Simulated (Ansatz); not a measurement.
BN (Cm, No. 8, 8 atoms in the cell; start mp-1599; a measured phase of this formula has another space group) was calculated with r²SCAN0 (Ansatz, an electronic-structure program, PAW).

Settings: plane-wave cutoff 520 eV, 8×8×6 k mesh (along the axes of the cell as run), Fermi–Dirac smearing 0.01 eV, scalar-relativistic PAW data made under PBE.

The cell is the one relaxed with PBEsol. Conventional cell: a = 13.0401 Å, b = 2.5032 Å, c = 4.3705 Å, α = 90.00°, β = 90.98°, γ = 90.00°.

```
CELL_PARAMETERS angstrom
      6.51998    -1.25160    -0.02616
      6.51998     1.25160    -0.02616
     -0.05718     0.00000     4.37013
ATOMIC_POSITIONS crystal
  B  0.00010 0.00010 0.99917
  B  0.20000 0.20000 0.42810
  B  0.86585 0.86585 0.37973
  B  0.53155 0.53155 0.49865
  N  0.98080 0.98080 0.34298
  N  0.50624 0.50624 0.84285
  N  0.64678 0.64678 0.44493
  N  0.31227 0.31227 0.39219
```

Problem. List the 22 lowest band energies at Γ above −25 eV (eV, relative to the valence band maximum), grouping those that round alike.

Solution. At Γ: -22.02, -19.84, -18.64, -17.85, -11.19, -9.16, -8.35, -5.47, -5.40, -5.10, -4.61, -3.81, -3.60, -2.02, -1.61, -1.55, 5.85, 7.97, 9.23, 10.62, 11.35, 12.03.

Note: the run warned that its exchange threshold was loose for the stress; cell and atoms aren't relaxed at this level (pressure -4.1 GPa).

A start named mp-… is a Materials Project structure, which need not be a measured phase.
